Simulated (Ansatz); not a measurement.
Start from WGe in the rock salt structure (space group Fm-3m, No. 225; a = 5.156 Å; a hypothetical phase, not in the database extracts checked).

(Cell as relaxed with PBE.)

Levels (all Ansatz, a quantum-chemistry and plane-wave program, PAW): PBE (420 eV, spin-orbit coupling left out); r2SCAN (500 eV, scalar-relativistic without spin-orbit coupling).

Each level relaxes its own structure.

```json
[
 {"base": "volume per atom", "PBE": "17.13 Å³", "r2SCAN": "16.79 Å³"},
 {"base": "lattice parameter a", "PBE": "5.156 Å", "r2SCAN": "5.122 Å"},
 {"base": "band gap", "PBE": "zero", "r2SCAN": "zero"}
]
```

It is then changed as follows: Cd takes the place of Ge on all its sites; the structure is relaxed again.

```csv
quantity,PBE,r2SCAN
band gap,zero,?
shortest interatomic distance,2.728 Å,?
```

Problem. Given the PBE results, estimate those of r2SCAN.

Solution. 
- band gap, r2SCAN: zero
- shortest interatomic distance, r2SCAN: 2.709 Å

PBE's shortest interatomic distance lies 0.0196 Å above r2SCAN's (0.7 %); the two agree on the band gap. Neither level is exact; r2SCAN is the comparison here, not a measurement.

Stability against distortions was not tested. As relaxed here, CdW is a hypothetical phase, not in the database extracts checked. All final runs are without spin polarisation. WGe has a high density of states at the Fermi level and may be magnetic at this level.
